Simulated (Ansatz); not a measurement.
An ideal cubic perovskite cell is held by its symmetry; such compounds can tilt or shift off centre at room temperature.

 Where the default PAW files enter, the runs use the earlier of Ansatz's two default sets.

The decay constant κ of evanescent states in the gap governs leakage through a thin film.

Given:

```
CELL_PARAMETERS angstrom
      6.28623     0.00000     0.00000
      0.00000     6.28623     0.00000
      0.00000     0.00000     6.28623
ATOMIC_POSITIONS crystal
  Cs 0.50000 0.50000 0.50000
  Sn 0.00000 0.00000 0.00000
  I  0.50000 0.00000 0.00000
  I  0.00000 0.50000 0.00000
  I  0.00000 0.00000 0.50000
```

Space group of this cell: Pm-3m, cubic perovskite. The cell is taken as given; by PBEsol its mean pressure is -1.1 GPa.

Transport runs along the normal of the first two printed cell vectors, the (001) plane of the conventional cell.

The gap is the functional's own, uncorrected, and κ follows it; spin-orbit coupling is left out. Mid-gap values are interpolated between the computed energies.

State the band gap and the smallest decay constant κ at mid-gap according to PBEsol (Ansatz, an electronic-structure program).

Gap 0.43 eV on a 6×6×6 mesh; κ = 0.033 1/Å, at (0.500, 0.500) of the in-plane reciprocal vectors. At the zone centre, at the nearest computed energy, the slowest state has κ = 0.13 1/Å.
